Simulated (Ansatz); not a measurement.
The structure below was relaxed with PBEsol/PAW in Ansatz (a program for electronic structure), without spin-orbit coupling.

```
CELL_PARAMETERS angstrom
      6.86006     0.00000     0.00000
      0.00000     4.12044     0.00000
     -0.73737     0.00000     8.17675
ATOMIC_POSITIONS crystal
  La 0.27022 0.25000 0.84756
  La 0.27521 0.75000 0.43141
  La 0.72978 0.75000 0.15244
  La 0.72479 0.25000 0.56859
  S  0.02395 0.75000 0.69567
  S  0.97605 0.25000 0.30433
  S  0.68230 0.25000 0.91319
  O  0.61998 0.75000 0.42216
  S  0.31770 0.75000 0.08681
  O  0.38002 0.25000 0.57784
```

Find the space group and the Wyckoff positions.

Space group P2₁/m (No. 11); a = 6.860 Å, b = 4.120 Å, c = 8.210 Å, α = 90.00°, β = 95.15°, γ = 90.00°

```tsv
atom	site	symmetry	x	y	z
La	2e	m	0.2702	0.2500	0.8476
La	2e	m	0.2752	0.7500	0.4314
S	2e	m	0.0239	0.7500	0.6957
S	2e	m	0.3177	0.7500	0.0868
O	2e	m	0.3800	0.2500	0.5778
```

Describe the coordination.

The crystal has 10 atoms in its conventional cell. Conventional cell: a = 6.8601 Å, b = 4.1204 Å, c = 8.2099 Å, α = γ = 90.00°, β = 95.15°. La1 has 1 O at 2.402 Å and 5 S at 2.830–2.877 Å (trigonal prismatic). La2 is surrounded by 3 O at 2.373–2.460 Å and 4 S at 2.870–3.027 Å. S1 has 5 La at 2.877–3.027 Å (square pyramidal). S2 is surrounded by 4 La at 2.830–2.870 Å. O is surrounded by 4 La at 2.373–2.460 Å (tetrahedral). (Neighbours: up to the widest gap in distance over summed covalent radii, below 1.35, at either atom; cation-cation and far metal-metal contacts left out.)

These are small ordered cells, not random alloys; other orderings at the same x differ. No phonon test of stability was made. The cell was made from La2O3 by this change: x(S) = 0.667, 10 atoms, P2_1/m.
